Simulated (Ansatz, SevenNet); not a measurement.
**Ge2Sb2Te5 (P-3m1, No. 164, 9 atoms in the cell; start mp-3534): properties by level of theory**

```csv
level (code),equilibrium lattice constant a (Å),lattice parameter c (Å),formation enthalpy (eV/atom)
SevenNet-0,4.272,[?],-0.131
SevenNet-l3i5,[?],17.542,-0.112
PBE-D4 (Ansatz),[?],17.398,-0.108
```

### Question
Complete the blanks.

### Answer

- SevenNet-0, lattice parameter c (Å): 18.113
- SevenNet-l3i5, equilibrium lattice constant a (Å): 4.284
- PBE-D4 (Ansatz, a quantum-chemistry and plane-wave program), equilibrium lattice constant a (Å): 4.225

Caveats: a distance lies near a switch of the dispersion term, which can move the cell (PBE-D4); the relaxation could not lower the start's symmetry, so the cell can be a saddle point above a distorted one (SevenNet-0, SevenNet-l3i5, PBE-D4). Ansatz's density-functional and Hartree–Fock values are scalar-relativistic unless marked +SOC, with PAW data made under PBE.

Computed values are for the static lattice.

A start named mp-… is a Materials Project structure, which need not be a measured phase.
